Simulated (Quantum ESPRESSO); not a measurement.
Worked example: self-consistent single point of ZnH6 (Pca2_1, 28 atoms in the cell) in Quantum ESPRESSO.

Method: LDA (PZ), GBRV 1.5 ultrasoft (LDA) pseudopotentials (plane waves; Quantum ESPRESSO).

```
ZnH6
1.0
   11.77248     0.00000     0.00000
    0.00000     5.71987     0.00000
    0.00000     0.00000     8.14127
Zn H
4 24
Direct
  0.14988   0.13800   0.24927
  0.85012   0.86200   0.74927
  0.35012   0.13800   0.74927
  0.64988   0.86200   0.24927
  0.08526   0.17362   0.40972
  0.91474   0.82638   0.90972
  0.41474   0.17362   0.90972
  0.58526   0.82638   0.40972
  0.12526   0.56353   0.25343
  0.87474   0.43647   0.75343
  0.37474   0.56353   0.75343
  0.62526   0.43647   0.25343
  0.21513   0.09755   0.08948
  0.78487   0.90245   0.58948
  0.28487   0.09755   0.58948
  0.71513   0.90245   0.08948
  0.45146   0.74386   0.10090
  0.54854   0.25614   0.60090
  0.04854   0.74386   0.60090
  0.95146   0.25614   0.10090
  0.98591   0.17041   0.05127
  0.01409   0.82959   0.55127
  0.51409   0.17041   0.55127
  0.48591   0.82959   0.05127
  0.16195   0.59404   0.18094
  0.83805   0.40596   0.68094
  0.33805   0.59404   0.68094
  0.66195   0.40596   0.18094
```

Reference input (self-consistent single point, DFT, LDA (PZ), plane waves, GBRV 1.5 ultrasoft (LDA) pseudopotentials): ecutwfc = 50 Ry; ecutrho = 250 Ry; occupations = smearing; smearing = gaussian; degauss = 0.0036749 Ry; potentials = {Zn: zn_lda_v1.uspp.F.UPF, H: h_lda_v1.4.uspp.F.UPF}; K_POINTS = automatic 2 3 2 0 0 0; conv_thr = 1e-10 Ry; mixing_beta = 0.7. This run's input differs from it in these lines:

```diff
@@ -58,3 +58,3 @@
 K_POINTS automatic
-2 3 2  0 0 0
+2 4 3  1 1 1
```

Log, with long lists cut:

```
     Self-consistent Calculation

     iteration #  1     ecut=    50.00 Ry     beta= 0.70

     total energy              =   -1871.64152061 Ry
     estimated scf accuracy    <       1.56420255 Ry

     iteration #  2     ecut=    50.00 Ry     beta= 0.70

     total energy              =   -1871.75957133 Ry
     estimated scf accuracy    <       0.27233757 Ry

     iteration #  3     ecut=    50.00 Ry     beta= 0.70

     total energy              =   -1871.82712228 Ry
     estimated scf accuracy    <       0.21637298 Ry

   [... 6 blocks of this kind left out ...]

     iteration # 10     ecut=    50.00 Ry     beta= 0.70

     total energy              =   -1871.87400890 Ry
     estimated scf accuracy    <          1.8E-09 Ry

     iteration # 11     ecut=    50.00 Ry     beta= 0.70
     End of self-consistent calculation

     the Fermi energy is    -0.9825 ev

!    total energy              =   -1871.87400890 Ry
     estimated scf accuracy    <          1.8E-11 Ry
     smearing contrib. (-TS)   =      -0.00000000 Ry
     internal energy E=F+TS    =   -1871.87400890 Ry

     convergence has been achieved in  11 iterations

     Forces acting on atoms (cartesian axes, Ry/au):

     atom    1 type  1   force =    -0.00406219    0.00301691   -0.00150165
     atom    2 type  1   force =     0.00406219   -0.00301691   -0.00150165
     atom    3 type  1   force =     0.00406219    0.00301691   -0.00150165
     atom    4 type  1   force =    -0.00406219   -0.00301691   -0.00150165
     atom    5 type  2   force =     0.00106714   -0.00122546   -0.00284630
   [... 19 lines left out ...]
   [... lines left out ...]

     Total force =     0.173483     Total SCF correction =     0.000002

          total   stress  (Ry/bohr**3)                   (kbar)     P=        0.18
   0.00000552   0.00000000   0.00000000            0.81        0.00        0.00
   0.00000000  -0.00001143   0.00000000            0.00       -1.68        0.00
   0.00000000   0.00000000   0.00000964            0.00        0.00        1.42

   JOB DONE.
```

The run converged in 11 iterations. Against the reference run the free energy hardly moves (within 1 meV/atom), the pressure stays at 0.02 GPa, the largest force moves little (1.180 to 1.181 eV/Å) and the gap on the mesh goes from 4.371 to 4.541 eV.

The starting cell comes from a database of computed structures (which also holds hypothetical and non-ambient phases and stackings), without a prior relaxation at this level. Its lattice was rescaled by a random factor within 2.5 % of one. Forces in this geometry exceed 1 eV/Å. Another mesh or the band path of this cell gives a smaller gap, so this value is not converged in the mesh.

Cost on one core of a shared machine: roughly 4 min.
